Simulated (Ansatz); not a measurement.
Levels about the gap of amorphous Ga₂₄O₃₈Zr (63 atoms in a cell of 785 Å³, 5.02 g/cm³; zone centre alone, so wide bands show as single levels with stretches between that a denser mesh fills), at the geometry that PBE relaxed, where it gives 0.7 GPa on a denser mesh. The participation number counts the atoms over which a state spreads; weights are charges in smoothed Voronoi cells. The levels come from a single point, so bond lengths are those of that geometry. Method of the levels: r2SCAN, scalar-relativistic without spin-orbit coupling (Ansatz, a quantum-chemistry and plane-wave program). Sampling: the zone centre alone; Fermi-Dirac width 0.02 eV; no spin polarisation. At PBE the levels at the filled edge of the gap are localised (band-tail or defect states), and the nearest spread-out levels lie 2.0 eV apart at the zone centre.

Preparation: random packing, a CHGNet melt and quench, and a DFT relaxation. O atoms were pushed apart under 1.9 Å during the dynamics, to hinder bonds among them. The hot cell started wider than the set density and was brought back towards it in steps. It is the lowest in DFT energy of 2 quenches. It is a model cell: composition and starting density were chosen by hand, and all elements were melted together. No dispersion term was used. Its density started from a set value of 5.02 and ended at 5.02 g/cm³. The quench (nominally 330 K/ps over its main leg) was far faster than any real one, so the model tends to hold more defects than a real film. A cell of this size samples the disorder only roughly. The volume was held where the preparation left it and the shape relaxed, at a PBE pressure of 0.7 GPa. Stress components on the final sampling reach 0.9 GPa.

```
E - E(highest filled), eV  filling  participation number        largest on  weight O  weight Ga  weight Zr
-------------------------  -------  --------------------  ----------------  --------  ---------  ---------
-0.50                       filled                  16.4   O, 4 neighbours      0.94       0.06       0.00
-0.45                       filled                  16.7   O, 3 neighbours      0.93       0.06       0.00
-0.39                       filled                  13.9   O, 4 neighbours      0.94       0.05       0.00
-0.33                       filled                   6.2   O, 2 neighbours      0.95       0.04       0.01
-0.25                       filled                  10.5   O, 3 neighbours      0.95       0.04       0.00
-0.14                       filled                   7.9   O, 3 neighbours      0.95       0.05       0.00
0.00                        filled                   5.7   O, 3 neighbours      0.95       0.04       0.00
2.12                         empty                  56.0  Ga, 5 neighbours      0.52       0.47       0.01
4.38                         empty                  17.2  Ga, 5 neighbours      0.51       0.48       0.01
4.72                         empty                  25.4  Ga, 4 neighbours      0.50       0.44       0.06
4.86                         empty                  33.4  Ga, 5 neighbours      0.52       0.41       0.07
4.99                         empty                  20.8  Ga, 4 neighbours      0.55       0.43       0.02
5.04                         empty                  23.5  Zr, 6 neighbours      0.48       0.38       0.14
5.22                         empty                  16.3  Zr, 6 neighbours      0.48       0.31       0.21
```

Most localised among these is the filled level at +0.00 eV, on a O atom, which has 3 neighbours (Ga 1.81 Å, Ga 1.89 Å, Zr 2.35 Å).
